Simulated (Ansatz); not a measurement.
System: Si (I4/mmm, No. 139, 4 atoms in the cell; start mp-999200; another form than the element's usual one). Method: r²SCAN (Ansatz, an electronic-structure program, plane waves, PAW).

Run with plane-wave cutoff 560 eV, 10×10×10 k mesh, Fermi–Dirac smearing 0.01 eV, scalar-relativistic PAW data made under PBE.

Cell (relaxed at this level):

```xyz
4
Lattice="-3.3271 3.3271 1.9224 3.3271 -3.3271 1.9224 3.3271 3.3271 -1.9224" Properties=species:S:1:pos:R:3 pbc="T T T"
Si     1.1896     1.1896     0.0000
Si     2.1375     2.1375     1.9224
Si     2.1375    -2.1375     1.9224
Si    -2.1375     2.1375     1.9224
```

Task: Predict the band gap, direct gap at Γ and bulk modulus.

Result: 
- band gap = 0.48 eV (on the SCF k mesh)
- direct gap at Γ = 2.16 eV
- bulk modulus = 88.5 GPa

Note: the relaxation could not lower the start's symmetry, so the cell can be a saddle point above a distorted one; the bulk modulus is −V dP/dV from two relaxed cells at ±2 % in volume.

Static lattice: no zero-point or thermal effects.

It cost very roughly 40 core-seconds of CPU time.

A start named mp-… is a Materials Project structure, which need not be a measured phase.
